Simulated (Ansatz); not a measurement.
Take TaSi2 (space group P6_222, No. 180; a = 4.804 Å, c = 6.604 Å) as the base.

The values are results of PBE (Ansatz, a quantum-chemistry and plane-wave program; PAW; 420 eV plane waves; no spin-orbit coupling), earlier PAW set, not measurements.

Base values:

| Property | Result |
|---|---|
| Pressure | 0.0 GPa |

One thing is altered: the cell is scaled by 1.0472 in all directions, atoms relaxed at fixed cell.

Question: Predict the new pressure.

Answer: The pressure (mean of the normal stresses, compression positive) goes from zero to -18.9 GPa.

Question: What does the calculation give for the energy relative to the base after the change?

Answer: The energy rises by 146 meV/atom.

The cells carry an imposed strain or load. Whether these cells are dynamically stable was not tested. All final runs are without spin polarisation. An odd electron count without spin: TaSi2.
